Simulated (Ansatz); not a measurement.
For zinc blende GaP at 250 K, quasi-harmonic approximation with LDA in Ansatz (a quantum-chemistry and plane-wave program) gives a volume expansion coefficient α_V = 8.52 × 10⁻⁶ K⁻¹, an isothermal bulk modulus B_T = 108.7 GPa, a molar volume V_m = 22.549 cm³/mol and C_V = 40.21 J/(mol K). Dynamical quadrupoles are not included in the interpolation of the phonons between the solved wave vectors. The pressure is 5 GPa. The structure is held there; whether it is the stable one at that pressure was not tested.

Task: Work out the Grüneisen parameter, C_P and the adiabatic bulk modulus.

Result: γ = α_V B_T V_m / C_V = 0.52. C_P − C_V = α_V² B_T V_m T = 0.04 J/(mol K), so C_P = 40.26 J/(mol K). B_S = B_T C_P/C_V = B_T (1 + α_V γ T) = 108.8 GPa.

The PAW data sets were generated under PBE and serve the other functionals too.
